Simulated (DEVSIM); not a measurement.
abrupt Ge n-p junction

System: abrupt Ge n-p junction, at 400 K.

| layer (left to right) | material | thickness (μm) | Nd (cm⁻³) | Na (cm⁻³) | τn (s) | τp (s) |
|---|---|---|---|---|---|---|
| 1 | Ge | 14.0 | 2.1e16 | - | 0.00015 | 0.00015 |
| 2 | Ge | 2.10 | - | 3.8e16 | 0.00015 | 0.00015 |

Left contact: ohmic. Right contact: ohmic. Voltage is applied to the left contact. Recombination: SRH at mid-gap, radiative, Auger. Mobility is μmin + (μ − μmin)/(1 + (N/Nref)^α).

The device is made up for the run: typed textbook-type constants, with dimensions and the other settings drawn at random. Values at 300 K; Nc and Nv go as T^1.5, mobilities as T to minus their exponent, the gap by Varshni's rule with the affinity fixed.

```tsv
parameter	Ge
gap (eV)	0.664
affinity (eV)	4
permittivity	16
Nc (cm⁻³)	1.04e19
Nv (cm⁻³)	6e18
μn (cm²/Vs)	3900
μp (cm²/Vs)	1900
μn,min	150
μp,min	100
Nref,n	2.6e17
Nref,p	4e17
αn	0.56
αp	0.6
T exponent of μn	1.66
T exponent of μp	2.33
B (cm³/s)	6.4e-14
Cn (cm⁶/s)	1e-31
Cp (cm⁶/s)	1e-31
Varshni α (eV/K)	0.000477
Varshni β (K)	235
```

DEVSIM, 1D drift-diffusion, Boltzmann statistics, complete ionisation; no tunnelling, impact ionisation, image-force lowering or self-heating.

- Potential step across the device at zero bias: 0.206 V
- Largest field in the device at zero bias: 21000 V/cm
- Dark forward voltage at 100 A/cm²: 0.141 V

Dark forward current:

(V (V), J (A/cm²)): (-0.05, -9.1); (-0.10, -40); (-0.15, -120); (-0.20, -280); (-0.25, -520); (-0.30, -850); (-0.35, -1300); (-0.40, -1800); (-0.45, -2400)
